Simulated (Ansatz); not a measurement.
Consider the following.

```xyz
3
Lattice="1.5767 0.9103 5.9390 -1.5767 0.9103 5.9390 0.0000 -1.8206 5.9390" Properties=species:S:1:pos:R:3 pbc="T T T"
Mo     0.0000     0.0000     0.0004
S      0.0000     0.0000    13.4321
S      0.0000     0.0000    10.3229
```

No spin polarisation.

Level of theory: Ansatz (a first-principles code) r2SCAN+rVV10, no SOC. k-mesh 12×12×12 (Γ-centred); smearing 0.05 eV (Fermi–Dirac).

Task: Predict the hole mass and smallest direct gap.

Result: 
```json
{
  "hole_mass": "0.95 mₑ along k, 0.53 mₑ across (at T)",
  "smallest_direct_gap": "1.86 eV"
}
```

Load acts through the strain it causes; cell and atoms are relaxed under it. Effective masses come from finite differences of ±0.01 Å⁻¹. Along k means along the line from Γ to the band edge. No phonon test of stability was made. The cell was made from MoS2 in the 3R-MoS2 type structure (space group R3m, No. 160; layered, stacked along the Cartesian z axis) by this change: pressure 3 GPa.
